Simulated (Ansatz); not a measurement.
Consider BeS in the zinc blende structure (space group F-43m, No. 216).

```xyz
2
Lattice="0.0000 2.4190 2.4190 2.4190 0.0000 2.4190 2.4190 2.4190 0.0000" Properties=species:S:1:pos:R:3 pbc="T T T"
Be     0.0000     0.0000     0.0000
S      1.2095     1.2095     1.2095
```

Cartesian axes are those of the cell as printed.

Computed with PBEsol (Ansatz, a first-principles code), no SOC.

The change: an isotropic linear strain of +1.00 %; the atoms relax in the strained cell.

### Question
Predict the stress tensor and what it implies for the stiffness.

### Answer
Stress of the strained cell less that of the base (GPa, compression positive):
```
  -2.74    0.00    0.00
   0.00   -2.74    0.00
   0.00    0.00   -2.74
```

Then B = −ΔP/(ΔV/V₀) with ΔV/V₀ = 0.0303 gives secant stiffness values (nonlinear terms included at this strain): B ≈ 90 GPa.

Stability against distortions was not tested.
